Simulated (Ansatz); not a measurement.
# Migration barriers: interstitial P in silicon, charge state +1

System: interstitial P in silicon (charge state +1). Calculation: PBE, PAW (plane waves to 420 eV; Ansatz, a quantum-chemistry and plane-wave program).

64-site cell at the relaxed PBE lattice, a 2×2×2 k-point mesh shifted by half a step, smearing 0.01 eV, spin-restricted, no finite-size correction. Static, classical nuclei. The charge state is imposed; whether it is stable for some Fermi level was not computed. Sites that were not tried may lie lower.

Barriers: single points on a 3×3×3 k-point mesh shifted by half a step at the bands' geometries.

```tsv
Route	Start site over the lowest site run (eV)	Hop (Å)	Forward barrier (eV)	Backward barrier (eV)	Neighbours at the start	Neighbours at the saddle	Saddle order	Forward, on the band's own sampling (eV)
a direct jump of one P atom	0.00	1.93	0.73	0.73	6 Si at 2.39 Å	Si at 2.16, 2 Si at 2.30 Å	not checked, on a symmetry element	0.72
```

Paths come from CI-NEB runs.  A band can be held on a symmetry element, so unchecked saddle points there may be too high.
